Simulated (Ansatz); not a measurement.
Ir: stress against strain

Ir (fcc, Fm-3m, 14.058 Å³/atom at rest) under an equal strain ε in the (001) plane with the normal axis free, as in a coherent film. PBEsol in Ansatz, a plane-wave DFT program (PAW, default set), 420 eV, 29×29×29 Γ-centred mesh, Fermi-Dirac smearing 0.10 eV; ions are relaxed within the symmetry of each cell. Stress is positive for a compressed cell.

Here s stands for strain and y for stress xx.

| strain (%) | stress xx (GPa) |
|---|---|
| -1.50 | 11.23 |
| -1.00 | 7.29 |
| -0.50 | 3.55 |
| 0.00 | 0.00 |
| 0.50 | -3.38 |
| 1.00 | -6.59 |
| 1.50 | -9.64 |
| 3.00 | ? |

Using a straight line, estimate the missing y at s = 3.00 from the other rows, showing the fit.

Means: s 0, y 0.351. About the means, the sum of products is -48.650 and the sum of squares of s is 7.0000; the slope is their ratio. Least squares gives y = 0.351 - 6.9500·s. Residuals (row less fit): 0.454, -0.011, -0.276, -0.351, -0.256, 0.009, 0.434; standard error 0.363 (degrees of freedom: 5). The slope gives the biaxial elastic modulus of this plane = 695 ± 14 GPa. At the withheld row, y = 0.351 - 6.9500 × 3.0 = -20.499 GPa. The calculation gives -17.81 GPa, 2.689 GPa above the prediction (9.3 % of the range of y in the table). The row lies outside the fitted rows, so this is an extrapolation. From the scatter of the fitted rows alone, a prediction at this place has a standard error of 0.566 GPa, so the miss is 4.8 times that.

One order more, fitted to all 13 runs of the series, follows each within 0.05, so the miss is the next term of a smooth law. In a metal these values are sensitive to mesh and smearing; energies are taken to zero smearing, stresses follow the free energy. Rows are the converged runs of the series near zero and its far end; series whose fitted rows scatter by over a few per cent of the range, as at a crossing or softening among them, aren't shown in this form. Most that stay on the fit to the last digits aren't either.
